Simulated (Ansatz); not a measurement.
# Carrier doping in PbS

The parent structure is PbS in the rock salt structure (space group Fm-3m, No. 225; a = 5.9745 Å).

Carriers are added at fixed cell with a uniform background; the Fermi–Dirac width is that of 300 K.

Computed with Ansatz (a first-principles code), r2SCAN, PAW, cutoff 500 eV, scalar-relativistic without spin-orbit coupling.

Notes on the quantities. Fermi level from band edge: Fermi level relative to the doped band's edge (positive inside the band; to 0.05 eV).

```tsv
electron density (10^21 cm⁻³)	Fermi level from band edge (eV)
1.5	0.60
3	?
7	1.15
10	1.30
```

Task: Fit E_F = C n^s, fitted as a line in log–log form (a parabolic band gives s = 2/3) to the rows shown and predict the withheld row.

Result: Least squares on the printed values gives C = 0.51 eV, s = 0.41 (largest residual 0.02 eV); this predicts 0.80 eV, and the run gives 0.80 eV, in agreement.

Charged cell with a jellium background: band edges are those of the host's band count, energies are not comparable with the neutral cell, and many-body gap narrowing is missing. Stability against distortions was not tested.
